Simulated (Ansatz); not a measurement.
# Hypothetical diamond V under a change: pressure 3 GPa

The parent structure is V in the diamond structure (space group Fd-3m, No. 227; a = 5.3624 Å; ferromagnetic; a hypothetical phase, not in the database extracts checked).

It is then changed as follows: a hydrostatic pressure of 3 GPa.

The values are results of Ansatz (an electronic-structure program), PBEsol, PAW, cutoff 420 eV, without spin-orbit coupling, not measurements. Settings: 15×15×15 k-points, 0.05 eV Fermi–Dirac smearing.

* **Volume per atom**: 18.42 Å³ (base 19.27 Å³)
* **Density**: 4.59 g/cm³ (base 4.39 g/cm³)
* **Lattice parameter a**: 5.282 Å (base 5.362 Å)
* **Shortest interatomic distance**: 2.287 Å (base 2.322 Å)
* **Enthalpy H = E + PV relative to the base's energy**: +0.35 eV/atom
* **Band gap**: zero (base zero)
* **Magnetic state**: ferromagnetic (base ferromagnetic)
* **Largest site moment**: 1.31 μB (base 1.38 μB)

Final structure:

```yaml
crystal:
  lattice:
    - [0.00000, 2.64106, 2.64106]
    - [2.64106, 0.00000, 2.64106]
    - [2.64106, 2.64106, 0.00000]
  atoms:
    - { symbol: V, position: [0.75000, 0.75000, 0.75000] }
    - { symbol: V, position: [0.50000, 0.50000, 0.50000] }
```

The magnetic state is the one reached from the starting moments; the real material's order can differ, and small cells can't hold many antiferromagnetic ones. Load acts through the strain it causes; cell and atoms are relaxed under it. No phonon test of stability was made.
